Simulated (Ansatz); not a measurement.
## Ti, pressure series

Base system: Ti in the hcp (Mg type) structure (space group P6_3/mmc, No. 194; a = 2.939 Å, c = 4.650 Å).

Cell and atoms are relaxed at each pressure.

Calculations: DFT with PBE, PAW potentials and a 420 eV plane-wave cutoff in Ansatz (a quantum-chemistry and plane-wave program), no SOC, earlier PAW set.

| P (GPa) | V (Å³/atom) |
|---|---|
| -2.00 | 17.714 |
| -1.00 | 17.548 |
| 3.01 | 16.948 |
| 7.00 | 16.434 |
| 15.00 | 15.576 |
| 30.00 | 14.352 |
| 50.00 | 13.161 |
| 75.00 | 12.040 |
| 100.00 | 11.109 |

Task: Fit a third-order Birch–Murnaghan equation of state.

Result: Least squares on P(V) = (3B₀/2)[(V₀/V)^(7/3) − (V₀/V)^(5/3)]·[1 + (3/4)(B₀′ − 4)((V₀/V)^(2/3) − 1)] gives V₀ = 17.37 Å³/atom, B₀ = 120 GPa and B₀′ = 3.1.

Load acts through the strain it causes; cell and atoms are relaxed under it. No phonon test of stability was made. Competing high-pressure phases were not computed. The final runs are not spin-polarised.
